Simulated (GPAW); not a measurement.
# How far to go with the k-point mesh: Se (C2, 3 atoms in the cell)

```
CELL_PARAMETERS angstrom
      2.19156    -3.79589     0.00000
      2.19156     3.79589     0.00000
      0.00000     0.00000     4.96485
ATOMIC_POSITIONS crystal
  Se 0.00000 0.22500 0.66667
  Se 0.78641 0.78641 0.00000
  Se 0.22500 0.00000 0.33333
```

Computed with LDA (Perdew-Wang 92), GPAW PAW datasets LDA (gpaw-data 1.0.1) (plane waves; GPAW).

Base settings: mode = pw; ecut = 600 eV; xc = LDA; kpts = 3 3 2; mesh shift (steps) = 0 0 0; occupations.name = fermi-dirac; occupations.width = 0.01 eV; nbands = -6; convergence.bands = -4; symmetry.symmorphic = false.

The second cell is the first with its lattice scaled by 0.98.

Only quantities that move along the ladder and can be compared are tabulated.

The count of work is k-points × plane waves × bands × iterations; it is no time. 

The starting cell has typed, rounded lattice constants, without a prior relaxation at this level. Its lattice was rescaled by up to half a per cent. One atom was moved a little off its site on purpose.

```tsv
kpts	free energy less the last step's (meV/atom)	energy of the compressed cell less the first (meV/atom)	pressure (GPa)	largest difference of a force vector from the last step's (eV/Å)	gap on the mesh (eV)	count of work / last
2 2 1	-312.83	-15.13	-3.14	1.782	2.208	0.0033
2 2 2	49.03	12.56	-0.56	0.033	1.066	0.0045
3 3 2	40.10	16.43	-0.26	0.195	1.069	0.0060
3 3 3	4.28	13.70	-0.52	0.034	1.430	0.0074
4 4 3	-0.67	12.83	-0.60	0.023	1.507	0.013
5 5 4	0.70	12.76	-0.60	0.004	1.110	0.025
6 6 4	0.68	12.72	-0.61	0.001	0.880	0.035
6 6 5	0.04	12.68	-0.61	0.002	1.224	0.041
7 7 5	-0.17	12.62	-0.61	0.001	1.180	0.054
8 8 6	0.05	12.65	-0.61	0.000	0.998	0.085
8 8 7	-0.01	12.65	-0.61	0.000	1.137	0.096
9 9 7	-0.01	12.65	-0.61	0.000	1.114	0.12
11 11 9	0.00	12.65	-0.61	0.000	1.075	0.22
13 13 10	0.00	12.64	-0.61	0.000	0.943	0.35
15 15 12	0.00	12.65	-0.61	0.000	0.880	0.54
19 19 14	0.00	12.65	-0.61	0.000	0.908	1.0
```

Coarsest kpts that holds the forces within 0.02 eV/Å of the last step, with all finer ones: 5 5 4, at 0.025 of the last step's count of work; the step before is off by 0.023 eV/Å.

Coarsest kpts that holds the pressure within 0.5 GPa of the last step, with all finer ones: 2 2 2, at 0.0045 of the last step's count of work; the step before is off by 2.5 GPa.

Coarsest kpts that holds the free energy within 2 meV/atom of the last step, with all finer ones: 4 4 3, at 0.013 of the last step's count of work; the step before is off by 4.3 meV/atom.

The gap on the mesh jumps up and down from mesh to mesh; it is no smooth measure of convergence.
